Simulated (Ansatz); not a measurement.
The reference is KMgH₃ in the cubic perovskite structure (space group Pm-3m, No. 221; a = 3.976 Å).

The values are results of Ansatz (an electronic-structure program) PBEsol, without spin-orbit coupling, earlier PAW set, not measurements.

Before the change:

| Item | Result |
|---|---|
| Lattice parameter a | 3.976 Å |
| Smallest direct gap | 4.55 eV |

The change: hydrostatic tension (pressure −1 GPa).

Estimate the effect on the lattice parameter a, mean gap deformation potential ΔEg/Δln V and smallest direct gap.

The lattice parameter a rises by 0.0383 Å to 4.015 Å; the mean gap deformation potential ΔEg/Δln V comes out as -3.3 eV; the smallest direct gap shrinks by 0.14 eV, from 4.55 eV to 4.41 eV.

Load acts through the strain it causes; cell and atoms are relaxed under it. Whether these cells are dynamically stable was not tested. Many cubic perovskites are stable only at high temperature; tilts and polar distortions were not tested.
